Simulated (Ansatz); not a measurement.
Functionals compared on F on the 1x1 (100) surface of monoclinic ZrO2 (cut with top plane 2 O), one in a 1x1 cell, started at the site 'over Zr at depth 1.1 Å', in Ansatz (plane waves, PAW). The structure was relaxed with PBE; the other rows are single points on it, each with its references at the same level. Cutoff 420 eV (500 eV for r2SCAN). The points keep PBE's geometry, so the relaxation of a polaron and the settling of charge on one site are left out.

Host crystal: monoclinic ZrO2, with a band gap (PBE, scalar-relativistic without spin-orbit coupling).

Model: 25-atom slab, 9.4 Å thick at the start under the adsorbate (thin: gaps and levels are the slab's own), 4x4x1 mesh, Fermi-Dirac 0.01 eV, dipole correction, 12 atoms held, the rest relaxed; no symmetry held; spin-polarised, ending with about 1.0 μB a cell, a value that depends on the mesh; orders that need a larger cell were not tried, no spin-orbit, no U, no dispersion correction. The slab shows no gap over 0.04 eV on its mesh. It is one chosen start, not shown to be the lowest state of the adsorbate. These notes are the PBE run's. r2SCAN: The program's check for a lower electronic state was not made. Adsorption energies are against ½ F2(g). A negative adsorption energy means that the adsorbate is more stable on the surface than in its reference.

```json
[
 {"functional": "PBE", "adsorption energy (eV)": "-1.62"},
 {"functional": "RPBE", "adsorption energy (eV)": "-1.54"},
 {"functional": "r2SCAN", "adsorption energy (eV)": "-1.76"}
]
```

Ansatz is an electronic-structure program.
